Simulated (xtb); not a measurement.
xtb 6.7.1, GFN2-xTB: Cc1ccsc1-c1ccc(-c2ccc3c(c2)C(C)(C)c2ccccc2-3)cc1, 49 atoms. The geometry is a generated start, not checked to be a minimum at this level.

| Quantity | Result |
|---|---|
| run flags | --grad |
| method | GFN2-xTB |
| --acc | 1 (default) |
| --etemp (K) | 300 (default) |
| basis functions | 136 |
| valence electrons | 132 |

One run each on 1 thread. Values of broydamp tried: 0.02, 0.05, 0.1, 0.2, 0.4 (default), 0.6, 0.8, 1.

**Question.** How does the count of SCC iterations change with broydamp, and where is it least?

**Answer.** Fewest SCC iterations, within one of each other: 0.2 with 12, 0.4 (default) with 12, 0.6 with 12, 0.8 with 13. The count rises to 18 at 0.02. All converge to one solution.

| broydamp | SCC iterations | end |
|---|---|---|
| 0.02 | 18 | same solution |
| 0.05 | 16 | same solution |
| 0.1 | 14 | same solution |
| 0.2 | 12 | same solution |
| 0.4 (default) | 12 | same solution |
| 0.6 | 12 | same solution |
| 0.8 | 13 | same solution |
| 1 | 14 | same solution |
